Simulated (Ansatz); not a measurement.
## MgSnO3 (R-3, No. 148, 10 atoms in the cell; start mp-1176491)

Level of theory: PBEsol+SOC (Ansatz, a first-principles code, PAW).

Numerical settings: plane-wave cutoff 520 eV, 6×6×6 k mesh, Fermi–Dirac smearing 0.01 eV, PAW data made under PBE.

Cell (relaxed with PBEsol):

Space group R-3, hexagonal axes (No. 148); a = b = 5.279 Å, c = 14.107 Å, α = β = 90.00°, γ = 120.00°

| atom | site | symmetry | x | y | z |
|---|---|---|---|---|---|
| Mg | 6c | 3. | 0.0000 | 0.0000 | 0.3568 |
| Sn | 6c | 3. | 0.0000 | 0.0000 | 0.1473 |
| O | 18f | 1 | 0.3023 | 0.0054 | 0.2491 |
(The calculation used a cell of 10 atoms; values per cell refer to that cell.)

```yaml
band_gap: 2.74 eV (on the SCF k mesh)
```

Computed values are for the static lattice.

A start named mp-… is a Materials Project structure, which need not be a measured phase.
